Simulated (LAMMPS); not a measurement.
Simulation of Ni (fcc) with 25 % of Ni sites Pt, 4000 atoms, at 1260 K and 0 GPa, heated as the crystal.

Computed with classical MD, pair style eam, the elements' _u3.eam files (universal-3 set of Foiles, Baskes and Daw); code LAMMPS.

Problem. Give the volume per atom, the most common Ni-Ni-Pt angle, the first peak of g(r), Ni-Ni, the coordination number of Pt by Ni as this potential yields it.

Solution. volume per atom: 12.7296 ± 0.0004 Å³; most common Ni-Ni-Pt angle: in the 3° bin centred on 58.5° (mean of all 96°); first peak of g(r), Ni-Ni: 2.52 Å, height 3.7; coordination number of Pt by Ni: 9.1 (counted to 3.22 Å).

Caution: the random arrangement on this lattice is imposed, and need not be a phase that exists in equilibrium. Caution: a run this short can hold a crystal over, or a liquid under, the potential's melting point.
